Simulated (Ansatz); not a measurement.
Base system: TaAs (space group I4_1md, No. 109; relaxed with 0.1 eV smearing).

```
CELL_PARAMETERS angstrom
     -1.71451     1.71451     5.79055
      1.71451    -1.71451     5.79055
      1.71451     1.71451    -5.79055
ATOMIC_POSITIONS crystal
  Ta 0.99899 0.99899 0.00000
  Ta 0.74899 0.24899 0.50000
  As 0.41701 0.41701 0.00000
  As 0.16701 0.66701 0.50000
```

Cartesian axes are those of the cell as printed.

Method: PBEsol (Ansatz, a program for electronic structure, PAW, no SOC).

Before the change:

| Item | Value |
|---|---|
| Pressure | 0.0 GPa |

The change: uniaxial strain ε_xx = +0.51 %, all other strain components held at zero, atoms relaxed at fixed cell.

Estimate the effect on the pressure and energy relative to the base.

The pressure (mean of the normal stresses, compression positive) goes from zero to -1.0 GPa; the energy increases by 0.4 meV/atom.

Stability against distortions was not tested. The final runs are not spin-polarised.
